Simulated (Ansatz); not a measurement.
An Ansatz (an electronic-structure program) run: Bi2Se3; Ansatz, PBE-D3(BJ), PAW, cutoff 420 eV, no spin-orbit coupling.

Input:

Ansatz 0.2 input:
```yaml
crystal:
  lattice:
    - [2.0721568681, 1.1963603256, 9.4826726356]
    - [-2.0721568681, 1.1963603256, 9.4826726356]
    - [0, -2.3927206512, 9.4826726356]
  atoms:
    - { symbol: Bi, position: [0.4008741986, 0.4008741986, 0.4008741986] }
    - { symbol: Bi, position: [0.5991258014, 0.5991258014, 0.5991258014] }
    - { symbol: Se, position: [0, 0, 0] }
    - { symbol: Se, position: [0.210522337, 0.210522337, 0.210522337] }
    - { symbol: Se, position: [0.789477663, 0.789477663, 0.789477663] }
basis: { ecutwfc: 420, ecutrho_ratio: 4, xc_grid: 2, fft_grid_basis: typed }
kpoints: { mp_grid: { grid: [9, 9, 9] } }
hamiltonian:
  xc: pbe
  dispersion: d3bj
  pseudopotentials: { kind: paw }
scf: { occupations: { method: fermi_dirac, width: 0.05 }, convergence: { dr2_threshold: 0.0000000005 } }
output: { forces: true, stress: true }
```

Output (explanatory and most iteration lines left out):

```
Pseudopotential: Bi, paw, valence charge 15
Pseudopotential: Se, paw, valence charge 16
Crystal: 5 atoms, lattice volume = 141.048 Å³
Basis set: ecut = 420 eV, 2713 PW (Γ), exchange–correlation on 144×144×144 points (8 copies of the dense FFT grid, shifted against one another)
Bands: 44, of which v1, the nominal top of the filled ones, is band 39 counted from 1 (38 counted from 0)
Symmetry: 12 space group operations
Space group: R-3m (ITA 166), of the structure as read, at distance tolerance 5.2e-5 Å
k-points: 85 of 729
Functional: x = pbe(κ = 0.804, μ = 0.2195149727645171), c = pbe(β = 0.06672455060314922)
SCF iter   1: F=—  HF=-41204.222035 eV  |F-HF|=—  |Δ(HF+E_count)|=         —  Δρ=1.18e-3  dr2=3.52e-3  ethr=1.77e-3  ⟨swp⟩=6.8  Hψ=13870  notcnv=0
SCF iter   2: F=—  HF=-41204.220414 eV  |F-HF|=—  |Δ(HF+E_count)|=   1.62e-3  Δρ=5.88e-4  dr2=4.57e-4  ethr=4.51e-6  ⟨swp⟩=2.2  Hψ=7764  notcnv=0
SCF 1 converged in 9 iterations: F = -41204.220761 eV  dr2 = 4.51e-10
SCF converged after 9 iterations
Free energy (F): -41204.220761 eV
Internal energy: -41204.220570 eV  (E = F + TS)
E sigma→0 (E₀):  -41204.220666 eV
Entropy (-TS):   -0.000191 eV (-0.038 meV/atom)
Fermi energy:    9.300686 eV
  E_disp       = -2.015555  (pairwise vdW)
--- Forces (eV/Å), atoms counted from 1 ---
  atom   1  Bi    -0.00000000     0.00000000     0.00032554
  atom   2  Bi     0.00000000    -0.00000000    -0.00032554
  atom   3  Se     0.00000000     0.00000000     0.00000000
  atom   4  Se     0.00000000     0.00000000     0.00065830
  atom   5  Se     0.00000000    -0.00000000    -0.00065830
--- Stress (GPa, compression-positive) ---
       -0.000322       0.000000       0.000000
        0.000000      -0.000322       0.000000
        0.000000       0.000000       0.000123
  P = ⅓ Tr σ = -0.0002 GPa (-0.002 kbar)
```

Spin-orbit coupling, missing from the scalar runs, can matter with Bi. Whether these cells are dynamically stable was not tested. The cell is Bi$_{2}$Se$_{3}$ in the Bi2Te3 type structure (space group R-3m, No. 166).
